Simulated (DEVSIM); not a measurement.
System: Co/Si3N4/p-In0.53Ga0.47As capacitor, at 300 K.

```csv
layer (left to right),material,thickness (nm),Na (cm⁻³)
1,Si3N4,3.30,-
2,In0.53Ga0.47As,11000,2.6e15
```

Metal gate on the left, work function 5 eV. Fixed charge at the semiconductor interface -1e10 cm⁻² (in units of +e); interface traps 1e10 cm⁻² eV⁻¹, uniform in energy, neutral level at 0.3 of the gap above the valence band.

Constants are typed, rounded textbook-type inputs, not results; the design itself was drawn at random and stands for no fabricated device. Values at 300 K.

```
parameter      Si3N4  In0.53Ga0.47As
-------------  -----  --------------
gap (eV)         5.1            0.74
affinity (eV)    2.1            4.51
permittivity     7.5            13.9
Nc (cm⁻³)          -          2.1e17
Nv (cm⁻³)          -          7.7e18
```

Model (solved in DEVSIM): 1D Poisson equation in equilibrium, Boltzmann statistics, complete ionisation; no quantum confinement or tunnelling. Metal contacts follow the ideal Schottky-Mott rule: no Fermi-level pinning, no interface dipoles.

Q: Tabulate band edges, carrier densities and field at 0.2 V on the gate.

A: Energies count from the Fermi level of the right contact; mesh points crowd at the junctions.

```csv
x (μm),Ec (eV),Ev (eV),n (cm⁻³),p (cm⁻³),field (V/cm)
0.000,2.700,-2.400,< 1e2,< 1e2,25000
0.001121,2.703,-2.397,< 1e2,< 1e2,25000
0.002375,2.706,-2.394,< 1e2,< 1e2,25000
0.003424,0.298,-0.442,2.0e12,2.9e11,12000
0.006071,0.302,-0.438,1.8e12,3.3e11,12000
0.01131,0.308,-0.432,1.4e12,4.2e11,12000
0.02354,0.322,-0.418,8.3e11,7.2e11,11000
0.06764,0.368,-0.372,1.4e11,4.3e12,9700
0.1550,0.440,-0.300,8.5e9,7.0e13,6800
0.3469,0.517,-0.223,4.4e8,1.4e15,1700
0.8066,0.533,-0.207,2.3e8,2.6e15,11
2.464,0.533,-0.207,2.3e8,2.6e15,≈ 0
5.687,0.533,-0.207,2.3e8,2.6e15,≈ 0
8.726,0.533,-0.207,2.3e8,2.6e15,≈ 0
10.26,0.533,-0.207,2.3e8,2.6e15,≈ 0
10.69,0.533,-0.207,2.3e8,2.6e15,≈ 0
10.87,0.533,-0.207,2.3e8,2.6e15,≈ 0
10.95,0.533,-0.207,2.3e8,2.6e15,≈ 0
10.98,0.533,-0.207,2.3e8,2.6e15,≈ 0
11.00,0.533,-0.207,2.3e8,2.6e15,≈ 0
11.00,0.533,-0.207,2.3e8,2.6e15,≈ 0
11.00,0.533,-0.207,2.3e8,2.6e15,≈ 0
```
